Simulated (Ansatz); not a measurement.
C_Hf in monoclinic HfO2 (start: the Hf site; 96-site cell, 2×2×2 shifted sampling). These are PBE, PAW (plane waves to 420 eV; Ansatz, a first-principles code) values and carry that method's errors. Total energies of the localised charge states, counted from that of charge 0, and their image corrections (point charge with alignment); the host's valence-band maximum lies at 13.691 eV on the cells' energy zero and its gap is 4.04 eV.

```json
[
 {"charge": "0", "moment (μB)": "not spin-polarised", "E − E(first) (eV)": "0.000", "correction (eV)": "0.000"},
 {"charge": "−1", "moment (μB)": "1.0", "E − E(first) (eV)": "16.755", "correction (eV)": "0.478"}
]
```

Problem. Derive the transition levels above the valence-band maximum and say which of them are thermodynamic.

Solution. A level is the Fermi energy at which two charges have equal formation energy: ε(q/q′) = [E(q′) + corr(q′) − E(q) − corr(q)] / (q − q′) − E_VBM.
ε(0/−1) = [(16.755 + 0.478) − (0.000 + 0.000)] / 1 − 13.691 = 3.54 eV
Thermodynamic levels at least 0.1 eV inside the gap: (0/−1) at 3.54 eV. They hold to tenths of an eV in this cell. Charges with a result: +1, 0, −1. Others weren't obtained, and one of them could lie lower, also by skipping a charge. At charge +1 the carrier sat in host band states, shallow at most. The geometries come from one start. Flagged in the runs: a host whose relaxation on this sampling wasn't shown to rest, a strain field that reaches the edge of the cell.
